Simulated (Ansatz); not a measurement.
## Ru: response to strain

Base system: Ru in the hcp (Mg type) structure (space group P6_3/mmc, No. 194; a = 2.7043 Å, c = 4.2629 Å; relaxed with 0.1 eV smearing). Axes: x lies along a and z along c of the hexagonal cell.

Strains are applied to the cell and any free atomic positions relax.

Calculations: r2SCAN, PAW, 500 eV (Ansatz, a quantum-chemistry and plane-wave program; no spin-orbit coupling).

Notes on the quantities. energy relative to the base: free energy F.

| uniaxial strain ε_zz (%) | energy relative to the base (meV/atom) |
|---|---|
| 0 | 0.0 |
| 0.5 | 0.7 |
| 1 | 2.8 |
| 1.5 | 6.2 |
| 2 | 11.0 |
| 2.5 | ? |
| 3 | 24.0 |

### Question
Fit ΔE = Aε² + Bε³ (ε in %) to the rows shown and predict the withheld row.

### Answer
Least squares on the printed values gives A = 2.88 and B = -0.072 meV/atom (largest residual 0.0 meV/atom); this predicts 16.9 meV/atom, and the run gives 16.9 meV/atom, in agreement.

No phonon test of stability was made. The final runs are not spin-polarised.
